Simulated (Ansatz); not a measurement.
# Hypothetical I4_132 Ge, pressure series

Take Ge (space group I4_132, No. 214; a = 6.9215 Å; a hypothetical phase, not in the database extracts checked) as the base.

Cell and atoms are relaxed at each pressure.

Calculations: PBE (Ansatz, an electronic-structure program), scalar-relativistic without spin-orbit coupling.

Two rows of this table had their results exchanged by mistake.

```json
[
 {"pressure": "pressure −2 GPa", "volume per atom (Å³)": "46.78", "shortest distance (Å)": "2.548", "band gap": "zero"},
 {"pressure": "pressure −1 GPa", "volume per atom (Å³)": "43.61", "shortest distance (Å)": "2.489", "band gap": "zero"},
 {"pressure": "pressure 0.3 GPa", "volume per atom (Å³)": "40.91", "shortest distance (Å)": "2.436", "band gap": "zero"},
 {"pressure": "pressure 0.7 GPa", "volume per atom (Å³)": "40.25", "shortest distance (Å)": "2.423", "band gap": "zero"},
 {"pressure": "pressure 1.5 GPa", "volume per atom (Å³)": "39.07", "shortest distance (Å)": "2.399", "band gap": "zero"},
 {"pressure": "pressure 3 GPa", "volume per atom (Å³)": "37.33", "shortest distance (Å)": "2.363", "band gap": "zero"},
 {"pressure": "pressure 5 GPa", "volume per atom (Å³)": "32.36", "shortest distance (Å)": "2.253", "band gap": "zero"},
 {"pressure": "pressure 7.5 GPa", "volume per atom (Å³)": "33.77", "shortest distance (Å)": "2.286", "band gap": "zero"},
 {"pressure": "pressure 10 GPa", "volume per atom (Å³)": "35.52", "shortest distance (Å)": "2.324", "band gap": "zero"}
]
```

**Question.** Which two?

**Answer.** The rows for pressure 5 GPa and pressure 10 GPa: the volume has to fall steadily with pressure, so 35.52 Å³ belongs to pressure 5 GPa and 32.36 Å³ to pressure 10 GPa.

Load acts through the strain it causes; cell and atoms are relaxed under it. Whether these cells are dynamically stable was not tested. Competing high-pressure phases were not computed.
